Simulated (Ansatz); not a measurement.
Hypothetical fluorite TaGe2: biaxial strain +0.88 %, plane normal [001], relaxed out of plane

Consider TaGe2 in the fluorite structure (space group Fm-3m, No. 225; a = 6.1921 Å; a hypothetical phase, not in the database extracts checked; relaxed with 0.1 eV smearing). Axes: x, y, z lie along the cube axes.

Now apply this change: tensile biaxial strain of 0.88 % in the plane normal to [001], as in epitaxy on a mismatched substrate; the out-of-plane cell vector and the atoms relax.

Level of theory: PBEsol, PAW, 420 eV (Ansatz, a first-principles code; no spin-orbit coupling). k-mesh 16×16×16 (Γ-centred); smearing 0.1 eV (Fermi–Dirac).

| quantity | base | changed | shift |
|---|---|---|---|
| volume per atom | 19.78 Å³ | 19.52 Å³ | -0.266 Å³ |
| space group | Fm-3m (No. 225) | I4/mmm (No. 139) | – |
| shortest interatomic distance | 5.067 bohr | 5.046 bohr | -0.021 bohr |
| energy relative to the base (free energy F) | 0 meV/atom | -2.6 meV/atom | -2.6 meV/atom |
| pressure (mean of the normal stresses, compression positive) | 0.0 GPa | 1.5 GPa | +1.5 GPa |
| band gap | zero | zero | – |
| out-of-plane strain | – | -3.06 % | – |
| ratio −ε⊥/ε∥ | – | 3.47 | – |

Final structure (turned so that z lies along the plane normal):

```xyz
3
Lattice="4.4170 0.0000 0.0000 0.0000 4.4170 0.0000 2.2085 -2.2085 3.0014" Properties=species:S:1:pos:R:3 pbc="T T T"
Ta     0.0000     0.0000     0.0000
Ge     4.4170     2.2085     1.5007
Ge     2.2085     0.0000     1.5007
```

Stability against distortions was not tested. All final runs are without spin polarisation. An odd electron count without spin: TaGe2. Under biaxial strain +0.88 %, plane normal [001], relaxed out of plane the cell ends below the base's energy or with stress of the wrong sign: the atoms slid into a distortion or the cell is elastically unstable, so the base is not a stable minimum at this level. TaGe2 has a high density of states at the Fermi level and may be magnetic at this level.
